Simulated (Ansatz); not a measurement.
Take ZnSe in the zinc blende structure (space group F-43m, No. 216) as the base.

```
CELL_PARAMETERS angstrom
      0.00000     2.81667     2.81667
      2.81667     0.00000     2.81667
      2.81667     2.81667     0.00000
ATOMIC_POSITIONS crystal
  Zn 0.00000 0.00000 0.00000
  Se 0.25000 0.25000 0.25000
```

Cartesian axes are those of the cell as printed.

Level of theory: PBEsol, PAW, 420 eV (Ansatz, an electronic-structure program; no spin-orbit coupling).

Modification: tensor shear ε_xy = +0.57 % (engineering shear γ = 0.0114), atoms relaxed at fixed cell.

Predict the stress tensor and what it implies for the stiffness.

Stress of the strained cell less that of the base (GPa, compression positive):
```
   0.00   -0.45    0.00
  -0.45    0.00    0.00
   0.00    0.00    0.00
```

Then −Δσ/γ with γ = 2ε = 0.0114 gives relaxed-ion elastic constants: C66 ≈ 40 GPa.

Whether these cells are dynamically stable was not tested.
